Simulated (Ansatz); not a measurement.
**PBE against PBEsol: hypothetical diamond Y**

Base system: Y in the diamond structure (space group Fd-3m, No. 227; a = 7.040 Å; a hypothetical phase, not in the database extracts checked).

(Cell as relaxed with PBE.)

Levels (all Ansatz, a first-principles code, PAW): PBE (420 eV, spin-orbit coupling left out); PBEsol (420 eV, no spin-orbit coupling).

Each level relaxes its own structure.

```json
[
 {"quantity": "volume per atom", "PBE": "43.62 Å³", "PBEsol": "(withheld)"},
 {"quantity": "lattice parameter a", "PBE": "704.0 pm", "PBEsol": "(withheld)"},
 {"quantity": "band gap", "PBE": "zero", "PBEsol": "(withheld)"}
]
```

Question: Given the PBE results, estimate those of PBEsol.

Answer: 
- volume per atom, PBEsol: 39.73 Å³
- lattice parameter a, PBEsol: 682.4 pm
- band gap, PBEsol: zero

PBE's volume per atom lies 3.89 Å³ above PBEsol's (9.8 %); PBE's lattice parameter a lies 21.6 pm above PBEsol's (3.2 %); the two agree on the band gap. Neither level is exact; PBEsol is the comparison here, not a measurement.

Stability against distortions was not tested. The final runs are not spin-polarised. Y has a high density of states at the Fermi level and may be magnetic at this level.
